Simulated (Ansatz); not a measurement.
Results of r²SCAN (Ansatz, a program for electronic structure, PAW) for A15 Nb₃Sn (cubic form, which distorts at low temperature).

Settings: plane-wave cutoff 560 eV, 10×10×10 k mesh, Fermi–Dirac smearing 0.05 eV, no spin polarisation, scalar-relativistic PAW data made under PBE.

Cell (relaxed at this level):

```
Nb3Sn
1.0
    5.30437     0.00000     0.00000
    0.00000     5.30437     0.00000
    0.00000     0.00000     5.30437
Nb Sn
6 2
Cartesian
  1.32609   0.00000   2.65219
  2.65219   1.32609   0.00000
  2.65219   3.97828   0.00000
  3.97828   0.00000   2.65219
  0.00000   2.65219   3.97828
  0.00000   2.65219   1.32609
  2.65219   2.65219   2.65219
  0.00000   0.00000   0.00000
```

Task: Estimate the bulk modulus and pressure derivative B′ of the bulk modulus that the calculation returns.

Result: 
- bulk modulus: 170 GPa
- pressure derivative B′ of the bulk modulus: 4.1

The run finds no gap.

Measured, for comparison: bulk modulus 165 GPa (4 K, zero-point motion not removed; as tabulated in Lu and Klein (1997), arXiv:cond-mat/9704251). Computed (rounded) less measured: bulk modulus +3 %.

Note: symmetry holds this phase in the static calculation, where it need not be a minimum.

Spin–orbit coupling is not included.
